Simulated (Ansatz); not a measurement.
Band structure of Ti3Al (P-6m2, 4 atoms in the cell).

```
Ti3Al
1.0
    2.92754     0.00000     0.00000
   -1.46377     2.53532     0.00000
    0.00000     0.00000     9.22636
Ti Al
3 1
Cartesian
  1.46377   0.84511   0.00000
  0.00000   1.69022   6.92521
  0.00000   1.69022   2.30115
  1.46377   0.84511   4.61318
```

Computed with PBEsol, PAW files made with PBE (plane waves; Ansatz, a program for electronic structure).

Settings: kpoints.mp_grid.grid = 10 10 3; hamiltonian.xc = pbesol; hamiltonian.pseudopotentials = {kind: paw} (the program's default PAW files); scf.occupations.method = gaussian; scf.occupations.width = 0.136 eV; kpoints.band_path.npoints = 8.

The starting cell comes from a database of computed structures (which also holds hypothetical and non-ambient phases and stackings), without a prior relaxation at this level. Spin polarisation is off.

Levels in eV from the Fermi level, bands 17 to 23:
```csv
point,17,18,19,20,21,22,23
Γ,-0.76,0.47,0.73,0.82,0.82,0.91,0.91
M,-1.45,-1.22,-0.65,-0.40,0.89,0.99,1.12
K,-1.18,-1.16,-0.71,-0.56,-0.30,-0.10,0.15
A,-1.01,0.43,0.77,0.82,0.82,0.90,0.90
L,-1.55,-1.21,-0.93,-0.06,0.85,0.88,1.06
H,-1.18,-1.17,-0.89,-0.66,-0.09,0.02,0.09
```

Bands cross the Fermi level along this path, so the cell is metallic at this level.

Keys are those of Ansatz 0.2.
